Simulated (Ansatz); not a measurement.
We consider WSe₂ (within 0.1 Å of P6₃/mmc, No. 194, 12 atoms in the cell; start mp-1028698), described by r²SCAN+rVV10 (Ansatz, a quantum-chemistry and plane-wave program, PAW).

Run with plane-wave cutoff 560 eV, 12×12×1 k mesh (along the axes of the cell as run), Fermi–Dirac smearing 0.01 eV, no spin polarisation, scalar-relativistic PAW data made under PBE.

Cell (relaxed at this level):

```cif
data_Se4W2
_chemical_formula_sum 'W2 Se4'
_space_group_name_H-M_alt 'P63/mmc'
_space_group_IT_number 194
_space_group_name_Hall '-P 6c 2c'
_cell_length_a 3.29973
_cell_length_b 3.29973
_cell_length_c 13.15610
_cell_angle_alpha 90.000
_cell_angle_beta 90.000
_cell_angle_gamma 120.000
loop_
_atom_site_label
_atom_site_type_symbol
_atom_site_symmetry_multiplicity
_atom_site_Wyckoff_symbol
_atom_site_fract_x
_atom_site_fract_y
_atom_site_fract_z
_atom_site_occupancy
W1 W 2 c 0.33333 0.66667 0.25000 1
Se1 Se 4 f 0.66667 0.33333 0.12346 1
```
(The calculation used a cell of 12 atoms; values per cell refer to that cell.)

Task: What does this level give for the band gap and Γ–Γ gap?

Result: 
- band gap = 1.15 eV (on the SCF k mesh)
- Γ–Γ gap = 2.77 eV

Spin–orbit coupling is not included.

Computed values are for the static lattice.

A start named mp-… is a Materials Project structure, which need not be a measured phase.
